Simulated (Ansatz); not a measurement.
Base system: SiO2 in the CdI2 type structure (space group P-3m1, No. 164; a = 2.670 Å, c = 4.542 Å; a hypothetical phase, not in the database extracts checked; layered, stacked along the Cartesian z axis).

Perturbation: every lattice vector is shortened by 0.76 %; the atoms relax in the strained cell.

Level of theory: Kohn–Sham DFT with the r2SCAN+rVV10 functional, run in Ansatz (a first-principles code) with PAW and 500 eV plane waves, no spin-orbit coupling.

Base, band edges from the VBM (valence, conduction): K -1.30, 11.67; H -0.87, 11.92; M -1.30, 8.86; L -1.30, 9.00; A -1.30, 8.34; Γ -0.27, 7.21 eV.

Task: Give the band edges at the high-symmetry points of the new zone, measured from its valence-band maximum.

Result: 
```
point  valence edge (eV)  conduction edge (eV)
-----  -----------------  --------------------
Γ                  -0.26                  7.48
M                  -1.34                  9.02
K                  -1.36                 11.82
A                  -1.25                  8.64
L                  -1.34                  9.18
H                  -0.90                 12.15
```

The gap is 7.48 eV, indirect, K–Γ (67 % along) → Γ.

No phonon test of stability was made.
